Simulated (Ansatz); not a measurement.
Base system: HfO2 in the fluorite structure (space group Fm-3m, No. 225; a = 5.058 Å).

One thing is altered: a negative pressure, −1 GPa.

Levels (all Ansatz, an electronic-structure program, PAW): r2SCAN (500 eV, scalar-relativistic without spin-orbit coupling); HSE06 (420 eV, no spin-orbit coupling).

The geometry is relaxed with r2SCAN.

| Item | Value |
|---|---|
| r2SCAN lowest conduction level above the VBM at special points | X 4.29 eV; Γ 4.41 eV; U 4.80 eV |

With HSE06 at the same geometry, the lowest conduction level above the VBM at special points goes from X 4.29 eV; Γ 4.41 eV; U 4.80 eV to X 5.40 eV; Γ 5.56 eV; U 5.96 eV.

Single points use the geometry relaxed with r2SCAN. Their cutoffs differ, which shifts pressures a little. HSE06 was sampled on its mesh, a few special points and the semilocal edge points, so its gap is an upper bound. The levels and masses belong to the bands next to the band gap. Load acts through the strain it causes; cell and atoms are relaxed under it. No phonon test of stability was made. This is not the structure that HfO2 has at room temperature and ambient pressure.
